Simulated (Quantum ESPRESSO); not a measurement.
## Pressure against volume in zinc-blende CdTe (space group 216) (Quantum ESPRESSO, PBE)

```yaml
crystal:
  lattice:
    - [0.00000, 3.18239, 3.18239]
    - [3.18239, 0.00000, 3.18239]
    - [3.18239, 3.18239, 0.00000]
  atoms:
    - { symbol: Cd, position: [0.00000, 0.00000, 0.00000] }
    - { symbol: Te, position: [0.75000, 0.75000, 0.75000] }
```

Method: PBE, GBRV 1.5 ultrasoft (PBE) pseudopotentials (plane waves; Quantum ESPRESSO). Settings: ecutwfc = 52 Ry; ecutrho = 260 Ry; occupations = smearing; smearing = fermi-dirac; degauss = 0.000734986 Ry; potentials = {Cd: cd_pbe_v1.uspp.F.UPF, Te: te_pbe_v1.uspp.F.UPF}; K_POINTS = automatic 9 9 9 0 0 0; conv_thr = 1e-10 Ry. The cell above is the first row's. The rows scale it uniformly. In all rows fractional positions and the k mesh are held.

| V (Å^3/atom) | P (GPa) |
|---|---|
| 32.230 | ? |
| 32.931 | 4.12 |
| 33.631 | 2.99 |
| 34.332 | 2.00 |
| 35.033 | 1.10 |
| 35.733 | 0.31 |
| 36.434 | -0.41 |
| 37.135 | -1.04 |
| 37.835 | -1.61 |

Taking a cubic for P over the 8 complete rows: With u = V - 35.4, the rows have u = -2.4690, -1.7690, -1.0680, -0.3670, 0.3330, 1.0340, 1.7350, 2.4350. Least squares gives P = 0.673 - 1.1327·u + 0.09311·u² - 0.00534·u³. Residuals (row less fit): 0.002, -0.008, 0.005, -0.002, 0.004, -0.005, 0.000, 0.000; standard error 0.006 (degrees of freedom: 4). The fitted pressure is zero at V0 = 36.03, where dP/dV = -1.023, so B0 = -V0·dP/dV = 36.8 GPa.

Q: Predict the withheld P at V = 32.230 from the fit, and compare with the calculation.

A: u = -3.1700, so P = 0.673 - 1.1327 × (-3.1700) + 0.09311 × (-3.1700)² - 0.00534 × (-3.1700)³ = 5.369 GPa. The calculation gives 5.37 GPa, which the fit meets to the printed digits. The row lies outside the fitted rows, so this is an extrapolation. From the scatter of the fitted rows alone, a prediction at this place has a standard error of 0.015 GPa, so the miss is 0.1 times that.

Carrying the step between the two nearest rows on in a straight line would have given 5.25, off by 0.12; series whose last step already gives the withheld value aren't shown. The scan was laid around a cell of about the measured size, scaled by a guess for this functional. The runs keep the symmetry of the cell, so they don't test it for distortions. Spin-orbit coupling is off. Cutoffs and mesh are single choices, not tested for convergence of this quantity. Series with a scatter that would blur these digits, or in which a gap closes, are not shown.
